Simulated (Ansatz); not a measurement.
Consider Pt in the fcc (Cu type) structure (space group Fm-3m, No. 225; a = 3.920 Å; relaxed with 0.1 eV smearing). Axes: x, y, z lie along the cube axes.

The values are results of PBEsol/PAW in Ansatz (a quantum-chemistry and plane-wave program), no spin-orbit coupling, not measurements.

Strains are applied to the cell and any free atomic positions relax; under biaxial strain the out-of-plane vector relaxes too.

One change was made to it. Results:

| quantity | base | after |
|---|---|---|
| energy relative to the base (free energy F) | 0 meV/atom | +8.4 meV/atom |
| pressure (mean of the normal stresses, compression positive) | 0.0 GPa | -2.8 GPa |
| volume per atom | 15.06 Å³ | 15.22 Å³ |

Q: What was done to the base?
A. biaxial strain +2.50 %, plane normal [001], relaxed out of plane
B. biaxial strain +2.00 %, plane normal [001], relaxed out of plane
C. biaxial strain +0.50 %, plane normal [001], relaxed out of plane

A: B, biaxial strain +2.00 %, plane normal [001], relaxed out of plane. For comparison, the energy relative to the base in the other runs: biaxial strain +2.50 %, plane normal [001], relaxed out of plane gives +13 meV/atom; biaxial strain +0.50 %, plane normal [001], relaxed out of plane gives +0.6 meV/atom.

No phonon test of stability was made. The final runs are not spin-polarised.
